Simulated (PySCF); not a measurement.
PySCF 2.14.0, BP86/def2-svp, df: Ta(NH)(OH)2(OSiH3) ([NH]=[Ta]([OH])([OH])[O][SiH3]), 12 atoms. The geometry is a generated start, not checked to be a minimum at this level.

```json
{
  "task": "energy",
  "method": "bp86",
  "basis": "def2-svp",
  "two_electron_scheme": "density fitting",
  "mol.max_memory": "3000 MB",
  "mf.max_cycle": "100",
  "mf.init_guess": "minao (default)",
  "mf.DIIS": "CDIIS (default)",
  "mf.diis_space": "8 (default)",
  "mf.conv_tol": "1e-09 (default)",
  "mf.grids.level": "3 (default)",
  "effective_core_potentials": "those of the basis set, past Kr",
  "basis_functions": "136",
  "grid_points": "158184"
}
```

```xyz
12

Ta    -0.4695    -0.0647     0.9279
N     -1.5927    -1.4119     0.5551
H     -2.1547    -2.2379     0.4218
O      0.5431    -0.4097     2.4490
H      0.7745    -0.9210     3.2275
O     -1.5711     1.4671     1.0915
H     -2.5041     1.6860     1.0430
O      0.6847     0.1477    -0.5798
Si     1.4152     0.3819    -1.9958
H      0.6974    -0.3796    -3.0259
H      2.8010    -0.0845    -1.8353
H      1.3763     1.8266    -2.2790
```

Charge 0 and multiplicity 1 are set for this test and not shown to be the ground state.

One run each on 2 threads, 1 BLAS thread. Values of level_shift (Hartree) tried: 0 (default), 0.1, 0.3, 1.

Question: Predict the course of the Fock builds along this series.

Answer: Fewest Fock builds, within one of each other: 0 (default) with 16, 0.1 with 15, 0.3 with 16. The count rises to 38 at 1. All converge to one solution.

```
level_shift (Hartree)  Fock builds            end
---------------------  -----------  -------------
0 (default)                     16  same solution
0.1                             15  same solution
0.3                             16  same solution
1                               38  same solution
```
